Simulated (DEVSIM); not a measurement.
Structure: In0.49Ga0.51P/GaAs p-n heterojunction, at 300 K.

| layer (left to right) | material | thickness (μm) | Nd (cm⁻³) | Na (cm⁻³) | τn (s) | τp (s) |
|---|---|---|---|---|---|---|
| 1 | In0.49Ga0.51P | 0.270 | - | 1.5e17 | 1.4e-9 | 1.4e-9 |
| 2 | GaAs | 0.180 | 9.9e15 | - | 1.4e-9 | 1.4e-9 |

Left contact: ohmic. Right contact: ohmic. Voltage is applied to the left contact. Recombination: SRH at mid-gap. Mobility is constant in doping.

Constants are typed, rounded textbook-type inputs, not results; the design itself was drawn at random and stands for no fabricated device. Values at 300 K.

```
parameter      In0.49Ga0.51P    GaAs
-------------  -------------  ------
gap (eV)                1.89   1.424
affinity (eV)              4    4.07
permittivity            11.8    12.9
Nc (cm⁻³)               9e17  4.7e17
Nv (cm⁻³)             1.3e19    9e18
μn (cm²/Vs)             1500    8500
μp (cm²/Vs)               80     400
```

Simulated with DEVSIM: 1D drift-diffusion, Boltzmann statistics, complete ionisation; no tunnelling, impact ionisation, image-force lowering or self-heating. Band offsets follow the typed affinities; no thermionic-emission limit at abrupt steps, no polarisation charge.

The thickness of layer 1 was swept, all else fixed.

```csv
thickness of layer 1 (μm),dark forward voltage at 100 A/cm² (V)
0.054,1.219
0.095,1.220
0.16,1.220
0.27,1.221
0.46,1.222
0.81,1.223
1.4,1.227
```

From the first row to the last the dark forward voltage at 100 A/cm² goes from 1.219 to 1.227.
